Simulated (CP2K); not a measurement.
Band structure of Si2Ni (Fm-3m, 3 atoms in the cell).

```
Si2Ni
1.0
    3.80870     0.00000     0.00000
    1.90435     3.29843     0.00000
    1.90435     1.09948     3.10979
Si Ni
2 1
Direct
  0.25000   0.25000   0.25000
  0.75000   0.75000   0.75000
  0.00000   0.00000   0.00000
```

Computed with PBE, GPW, DZVP-MOLOPT-SR-GTH basis, GTH-PBE potentials (GTH_POTENTIALS) (CP2K).

Settings: CUTOFF = 600 Ry; REL_CUTOFF = 50 Ry; SMEAR/METHOD = GAUSSIAN; SIGMA = 0.1 eV; KPOINTS/SCHEME = MONKHORST-PACK 9 9 9; XC_FUNCTIONAL = PBE; Si/BASIS_SET = DZVP-MOLOPT-SR-GTH-q4; Si/POTENTIAL = GTH-PBE-q4; Ni/BASIS_SET = DZVP-MOLOPT-SR-GTH-q18; Ni/POTENTIAL = GTH-PBE-q18; METHOD = GPW; EPS_DEFAULT = 1e-10; EXTRAPOLATION = USE_GUESS; NGRIDS = 5.

The starting cell comes from a database of computed structures (which also holds hypothetical and non-ambient phases and stackings), without a prior relaxation at this level. Spin polarisation is off. Values carry the incompleteness of an atom-centred basis.

Levels in eV from the Fermi level, bands 10 to 15:
```csv
point,10,11,12,13,14,15
Γ,-3.57,-0.34,1.73,1.73,1.73,2.24
X,-3.65,-3.65,-3.50,-3.11,-0.41,1.35
W,-3.80,-3.65,-3.20,-2.45,2.21,2.21
K,-3.85,-3.46,-2.95,-2.66,0.19,3.69
L,-3.36,-3.36,-1.56,-1.56,1.79,1.79
U,-3.85,-3.46,-2.95,-2.66,0.19,3.69
```

Bands cross the Fermi level along this path, so the cell is metallic at this level.

Higher empty bands are left out: an atom-centred basis made for the valence describes them poorly.
